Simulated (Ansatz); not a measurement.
SrZrO3 (I4/mcm, No. 140, 10 atoms in the cell; start mp-5076; a measured phase of this formula has another space group) was calculated with LDA in Ansatz (PAW).

Numerical settings: plane-wave cutoff 520 eV, 8×8×8 k mesh, Fermi–Dirac smearing 0.01 eV, scalar-relativistic PAW data made under PBE.

Cell (relaxed at this level):

Space group I4/mcm (No. 140); a = 5.6780 Å, b = 5.6780 Å, c = 8.2663 Å, α = 90.00°, β = 90.00°, γ = 90.00°

| atom | site | symmetry | x | y | z |
|---|---|---|---|---|---|
| Sr | 4b | -42m | 0.0000 | 0.5000 | 0.2500 |
| Zr | 4c | 4/m.. | 0.0000 | 0.0000 | 0.0000 |
| O | 8h | m.2m | 0.1867 | 0.3133 | 0.0000 |
| O | 4a | 422 | 0.0000 | 0.0000 | 0.2500 |
(The calculation used a cell of 10 atoms; values per cell refer to that cell.)

Question: Estimate the band gap that the calculation returns.

Answer: 
* **band gap**: 3.75 eV (on the SCF k mesh)

Note: the relaxation could not lower the start's symmetry, so the cell can be a saddle point above a distorted one.

Spin–orbit coupling is not included.

Computed values are for the static lattice.

It cost about 4 core-minutes (a rough figure) of CPU time.

A start named mp-… is a Materials Project structure, which need not be a measured phase.

Ansatz is a program for electronic structure.
